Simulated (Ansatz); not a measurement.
Take MoS$_{2}$ in the 3R-MoS2 type structure (space group R3m, No. 160; layered, stacked along the Cartesian z axis) as the base.

```yaml
crystal:
  lattice:
    - [1.57661, 0.91026, 5.99789]
    - [-1.57661, 0.91026, 5.99789]
    - [0.00000, -1.82051, 5.99789]
  atoms:
    - { symbol: Mo, position: [0.00002, 0.00002, 0.00002] }
    - { symbol: S, position: [0.75353, 0.75353, 0.75353] }
    - { symbol: S, position: [0.57975, 0.57975, 0.57975] }
```

Cartesian axes are those of the cell as printed.

(Cell as relaxed with PBE-D3(BJ).)

Levels (all Ansatz, a first-principles code, PAW, earlier PAW set): PBE-D3(BJ) (420 eV, no spin-orbit coupling); r2SCAN+rVV10 (500 eV, no spin-orbit coupling).

Each level relaxes its own structure.

```json
[
 {"base": "volume per atom", "PBE-D3(BJ)": "17.22 Å³", "r2SCAN+rVV10": "18.03 Å³"},
 {"base": "lattice parameter a", "PBE-D3(BJ)": "3.153 Å", "r2SCAN+rVV10": "3.175 Å"},
 {"base": "band gap", "PBE-D3(BJ)": "0.77 eV", "r2SCAN+rVV10": "1.02 eV"}
]
```

It is then changed as follows: biaxial strain −1.04 %, plane normal [001], relaxed out of plane (Cartesian); in-plane vectors clamped, the third vector and the atoms free.

```tsv
quantity	PBE-D3(BJ)	r2SCAN+rVV10
shift of the gap caused by the change	+0.03 eV	+0.06 eV
volume per atom	16.95 Å³	17.77 Å³
hole mass	0.90 mₑ along k, 0.68 mₑ across (at T)	0.79 mₑ (at T)
```

PBE-D3(BJ)'s shift of the gap caused by the change lies 0.024 eV below r2SCAN+rVV10's; PBE-D3(BJ)'s volume per atom lies 0.82 Å³ below r2SCAN+rVV10's (4.6 %). Neither level is exact; r2SCAN+rVV10 is the comparison here, not a measurement.

Effective masses come from finite differences of ±0.01 Å⁻¹. Along k means along the line from Γ to the band edge. Whether these cells are dynamically stable was not tested.
